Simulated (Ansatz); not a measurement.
## NiAl (R-3m): band-structure transport figures

Given:

```xyz
2
Lattice="2.8654 0.0075 0.0075 0.0075 2.8654 0.0075 0.0075 0.0075 2.8654" Properties=species:S:1:pos:R:3 pbc="T T T"
Al     1.4402     1.4402     1.4402
Ni     0.0000     0.0000     0.0000
```

All values below come from PBEsol, rigid bands (plane waves, PAW, scalar-relativistic; Ansatz, a program for electronic structure). Condition of this run: uniaxial stress along [111] of -2 GPa (compression positive) (the target of the relaxation). Cell: cell and atoms relaxed with PBEsol, then loaded as said.

The density of states at the Fermi level is 0.812 states/(eV·cell), both spins and the bare Sommerfeld coefficient is 0.96 mJ/(mol of atoms·K²). The drude plasma energy is 7.2 eV and the root-mean-square Fermi velocity is 7.6e5 m/s. The resistivity times τ is 9.4 ×10⁻²² Ω·m·s.

A metal at this level (no band gap); rigid bands, thermally averaged at 300 K, both spins. Spin-orbit coupling is left out. τ is one relaxation time for all states.

Treated as nonmagnetic (a ferromagnetic start lost its moment, other orders weren't tried): NiAl (R-3m).
